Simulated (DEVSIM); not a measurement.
Device: abrupt Si n-p junction, at 300 K.

Layer 1 from the left is Si, thickness (μm) 95.0, Nd (cm⁻³) 2.4e16, τn (s) 1.8e-7, τp (s) 1.8e-7. Layer 2 from the left is Si, thickness (μm) 8.10, Na (cm⁻³) 2.4e15, τn (s) 1.8e-7, τp (s) 1.8e-7.

Left contact: ohmic. Right contact: ohmic. Voltage is applied to the left contact. Recombination: SRH at mid-gap, Auger. Mobility is μmin + (μ − μmin)/(1 + (N/Nref)^α).

Constants are typed, rounded textbook-type inputs, not results; the design itself was drawn at random and stands for no fabricated device. Values at 300 K.

Si: gap (eV) 1.124, affinity (eV) 4.05, permittivity 11.7, Nc (cm⁻³) 2.86e19, Nv (cm⁻³) 3.1e19, μn (cm²/Vs) 1417, μp (cm²/Vs) 470, μn,min 52, μp,min 45, Nref,n 9.7e16, Nref,p 2.2e17, αn 0.68, αp 0.72, Cn (cm⁶/s) 2.8e-31, Cp (cm⁶/s) 9.9e-32.

Question: Estimate by hand the built-in potential, the peak field at zero bias, the capacitance at 6 V, and compare with a numerical solution.

Answer: 
- Built-in potential: ni = √(Nc Nv) exp(−Eg/2kT) = 1.08e10 cm⁻³ with Eg = 1.124 eV; Vbi = kT/q ln(Na Nd/ni²) = 0.696 V; numerical 0.696 V.
- Peak field at zero bias: depletion approximation: W = √(2εVbi/(qN)) = 0.642 μm with N = 2.18e15 cm⁻³; field = 2Vbi/W = 21700 V/cm; numerical 21000 V/cm (estimate above by 3.1 %).
- Capacitance at 6 V: C = √(qεN / 2(Vbi + |V|)) = 5.20 nF/cm²; numerical 5.22 nF/cm².

Model (solved in DEVSIM): 1D drift-diffusion, Boltzmann statistics, complete ionisation; no tunnelling, impact ionisation, image-force lowering or self-heating.
